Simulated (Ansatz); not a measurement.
**Lattice parameter a of TaRe₃ (model structure, started from the D022 type, I4/mmm, No. 139, 4 atoms in the cell) at several levels of theory**

No measured value is used here.

| level (code) | value (Å) |
|---|---|
| LDA (Ansatz) | 3.919 |
| PBE (Ansatz) | 3.977 |
| PBEsol (Ansatz) | 3.941 |
| r²SCAN (Ansatz) | 3.954 |

Density-functional levels without +SOC have no spin–orbit coupling. LDA, PBE, PBEsol, r²SCAN: the run has no spin polarisation, so it can have missed a magnetic state. Cutoffs differ between the levels. Ansatz's density-functional and Hartree–Fock values are scalar-relativistic unless marked +SOC, with PAW data made under PBE.

A model structure was made by putting elements into a prototype or built by hand; it is no filed structure, need not be a known phase, and can be a saddle point held by its symmetry.

Ansatz is a first-principles code.
